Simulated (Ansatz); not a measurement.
Polymorphs of LiF, PBEsol, rigid bands (Ansatz, a first-principles code); geometry: cell and atoms relaxed with PBEsol.
- Pm-3m, primitive cell of 2: a = 2.523 Å, b = 2.523 Å, c = 2.523 Å, α = 90.00°, β = 90.00°, γ = 90.00°
- Fm-3m, primitive cell of 2: a = 2.8339 Å, b = 2.8339 Å, c = 2.8339 Å, α = 60.00°, β = 60.00°, γ = 60.00°
- P6_3mc, primitive cell of 4: a = 3.0958 Å, b = 3.0958 Å, c = 4.8119 Å, α = 90.00°, β = 90.00°, γ = 120.00°

```tsv
Space group	volume per atom (Å³)	band gap	electron conductivity mass	hole conductivity mass	Seebeck coefficient, n-type 1e19 cm⁻³
Pm-3m	8.0	7.73 eV	___	2.1 mₑ	-283 μV/K
Fm-3m	8.0	9.05 eV	0.90 mₑ	___	-283 μV/K
P6_3mc	10.0	7.60 eV	0.85 mₑ	3.4 mₑ	-276 μV/K
```

What belongs in the gaps?


- Pm-3m, electron conductivity mass: 0.90 mₑ
- Fm-3m, hole conductivity mass: 3.5 mₑ

Masses are for dilute carriers at 300 K, harmonic means over directions unless an axis is named. Seebeck coefficients are for the stated density at 300 K, with one relaxation time for all states and whether or not that doping can be reached. Spin-orbit coupling is left out.

Computed structure with no diffraction record at hand here (it may be known, metastable or hypothetical): LiF (P6_3mc), LiF (Pm-3m).
